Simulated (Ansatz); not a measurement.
The reference is BN in the wurtzite structure (space group P6_3mc, No. 186).

```
CELL_PARAMETERS angstrom
      2.54100     0.00000     0.00000
     -1.27050     2.20057     0.00000
      0.00000     0.00000     4.20330
ATOMIC_POSITIONS crystal
  B  0.33333 0.66667 0.00027
  B  0.66667 0.33333 0.50027
  N  0.33333 0.66667 0.37473
  N  0.66667 0.33333 0.87473
```

Cartesian axes are those of the cell as printed.

Computed with PBEsol (Ansatz, a first-principles code; PAW; 420 eV plane waves; without spin-orbit coupling).

Base values:

The valence-band top at Γ is 0.00, 0.00, -0.28 eV and the smallest direct gap is 8.21 eV.

Now apply this change: uniaxial strain ε_xx = +0.60 %, all other strain components held at zero, atoms relaxed at fixed cell.

**Question.** What happens to the energy relative to the base, valence-band top at Γ and smallest direct gap?

**Answer.** The energy increases by 0.6 meV/atom; the valence-band top at Γ (three highest levels, from the VBM) goes from 0.00, 0.00, -0.28 eV to 0.00, -0.05, -0.29 eV; the smallest direct gap drops by 0.049 eV (8.21 eV → 8.17 eV).

Whether these cells are dynamically stable was not tested.
